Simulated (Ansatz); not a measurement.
C, response to strain

Base system: C in the diamond structure (space group Fd-3m, No. 227; a = 3.532 Å).

Strains are applied to the cell and any free atomic positions relax.

All numbers come from Ansatz (a first-principles code) LDA, no spin-orbit coupling.

Candidates:
(a) isotropic strain +1.00 %
(b) isotropic strain −3.00 %
(c) isotropic strain −2.00 %
(d) isotropic strain +3.00 %

Before the change:

| Quantity | Result |
|---|---|
| Band gap | 4.17 eV |

### Question
Order them by band gap, highest first.

### Answer
(b) isotropic strain −3.00 % (4.41 eV), (c) isotropic strain −2.00 % (4.33 eV), (a) isotropic strain +1.00 % (4.10 eV), (d) isotropic strain +3.00 % (3.97 eV)

Stability against distortions was not tested.
